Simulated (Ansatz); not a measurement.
The parent structure is ZrC in the rock salt structure (space group Fm-3m, No. 225; a = 4.669 Å; relaxed with 0.1 eV smearing). Axes: x, y, z lie along the cube axes.

The values are results of plane-wave PAW DFT at the PBEsol level (Ansatz, a quantum-chemistry and plane-wave program, 420 eV), scalar-relativistic without spin-orbit coupling, not measurements.

Base values:

| Quantity | Result |
|---|---|
| Volume per atom | 12.72 Å³ |

It is then changed as follows: biaxial strain −1.67 %, plane normal [111], relaxed out of plane (Cartesian); in-plane vectors clamped, the third vector and the atoms free.

Task: What happens to the energy relative to the base, in-plane stress and volume per atom?

Result: The energy rises by 11 meV/atom; the mean in-plane stress (compression positive) comes out as +8.8 GPa; the volume per atom falls by 0.30 Å³ to 12.42 Å³.

No phonon test of stability was made. All final runs are without spin polarisation.
